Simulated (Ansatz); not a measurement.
Base system: TiSi2 (space group Cmcm, No. 63; a = 3.546 Å, b = 13.563 Å, c = 3.580 Å). Axes: x, y, z lie along a, b, c of the conventional cell.

All numbers come from Ansatz (a program for electronic structure) PBE, no spin-orbit coupling.

Base values:

The pressure comes out as 0.0 GPa and the volume per atom comes out as 14.35 Å³. The band gap is zero.

The change: compressive biaxial strain of 1.46 % in the plane normal to [001], as in epitaxy on a mismatched substrate; the out-of-plane cell vector and the atoms relax.

Q: Predict the new pressure.

A: The pressure (mean of the normal stresses, compression positive) goes from zero to 2.5 GPa.

Q: What does the calculation give for the volume per atom after the change?

A: The volume per atom decreases by 0.305 Å³ (14.35 Å³ → 14.04 Å³).

Q: What happens to the band gap?

A: The band gap stays zero.

Without a gap, meshes like the base's 14×14×13 leave anisotropic stresses uncertain by several tenths of a GPa, and small strain energies with them. Whether these cells are dynamically stable was not tested. All final runs are without spin polarisation.
